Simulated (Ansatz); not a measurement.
The reference is WS2 (space group P6_3/mmc, No. 194; layered, stacked along the Cartesian z axis).

```xyz
6
Lattice="3.1541 0.0000 0.0000 -1.5771 2.7316 0.0000 0.0000 0.0000 12.1408" Properties=species:S:1:pos:R:3 pbc="T T T"
W      1.5771     0.9105     9.1056
W      0.0000     1.8210     3.0352
S      1.5771     0.9105     4.6099
S      0.0000     1.8210    10.6803
S      0.0000     1.8210     7.5309
S      1.5771     0.9105     1.4605
```

Cartesian axes are those of the cell as printed.

Method: Ansatz (a program for electronic structure) PBE-D3(BJ), no spin-orbit coupling.

It is then changed as follows: an isotropic linear strain of −1.80 %; the atoms relax in the strained cell.

Question: Predict the stress tensor and what it implies for the stiffness.

Answer: Stress of the strained cell less that of the base (GPa, compression positive):
```
   6.31    0.00    0.00
   0.00    6.31    0.00
   0.00    0.00    2.04
```

Then B = −ΔP/(ΔV/V₀) with ΔV/V₀ = -0.0530 gives secant stiffness values (nonlinear terms included at this strain): B (at held cell shape, above the free-shape value) ≈ 92 GPa.

As a check, the harmonic strain energy −½ V₀ Δσ:ε is 14 meV/atom; the computed energy rise is 13 meV/atom.

Whether these cells are dynamically stable was not tested.
